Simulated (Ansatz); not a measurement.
**BP: response to strain**

Consider BP in the zinc blende structure (space group F-43m, No. 216; a = 4.537 Å). Axes: x, y, z lie along the cube axes.

Strains are applied to the cell and any free atomic positions relax; under biaxial strain the out-of-plane vector relaxes too.

Calculations: r2SCAN in Ansatz (plane waves to 500 eV, PAW, no spin-orbit coupling).

Candidates:
(a) biaxial strain +0.57 %, plane normal [001], relaxed out of plane
(b) biaxial strain +4.10 %, plane normal [111], relaxed out of plane
(c) biaxial strain −0.43 %, plane normal [001], relaxed out of plane
(d) tensor shear ε_yz = −3.66 %

For the base:

The band gap is 1.41 eV.

Order them by band gap, lowest first.

(d) tensor shear ε_yz = −3.66 % (0.55 eV), (b) biaxial strain +4.10 %, plane normal [111], relaxed out of plane (1.27 eV), (a) biaxial strain +0.57 %, plane normal [001], relaxed out of plane (1.30 eV), (c) biaxial strain −0.43 %, plane normal [001], relaxed out of plane (1.35 eV)

Gaps are Kohn–Sham eigenvalue differences; semilocal functionals usually give less than the measured gap. No phonon test of stability was made.

Ansatz is a program for electronic structure.
